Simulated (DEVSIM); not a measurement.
DEVSIM, 1D Poisson equation in equilibrium, Boltzmann statistics, complete ionisation; no quantum confinement or tunnelling. Metal contacts follow the ideal Schottky-Mott rule: no Fermi-level pinning, no interface dipoles.

Structure: Co/Si3N4/SiO2/p-Si capacitor, at 300 K.

| layer (left to right) | material | thickness (nm) | Na (cm⁻³) |
|---|---|---|---|
| 1 | Si3N4 | 3.60 | - |
| 2 | SiO2 | 0.960 | - |
| 3 | Si | 840 | 4.7e17 |

Metal gate on the left, work function 5 eV. Fixed charge at the semiconductor interface 8.1e11 cm⁻² (in units of +e); no interface traps.

This is a model device: material constants are rounded textbook-type values typed into the input, and sizes, dopings and lifetimes were drawn at random. Values at 300 K.

```csv
parameter,Si3N4,SiO2,Si
gap (eV),5.1,9,1.124
affinity (eV),2.1,0.9,4.05
permittivity,7.5,3.9,11.7
Nc (cm⁻³),-,-,2.86e19
Nv (cm⁻³),-,-,3.1e19
```

One input was changed, with this effect: minimum of the low-frequency capacitance little changed (0.190 μF/cm²); capacitance of the dielectric stack 1.22 → 1.08 μF/cm²; flat-band voltage -0.17 → -0.19 V; threshold voltage (band bending 2φF) 1.05 → 1.07 V.

**Question.** Which change was it?
A) substrate doping 4.7e+17 → 9.4e+17 cm^-3
B) Si3N4 thickness 0.0036 → 0.0043 μm
C) fixed charge 8.1e+11 → 2.46e+12 cm^-2

**Answer.** B, Si3N4 thickness 0.0036 → 0.0043 μm
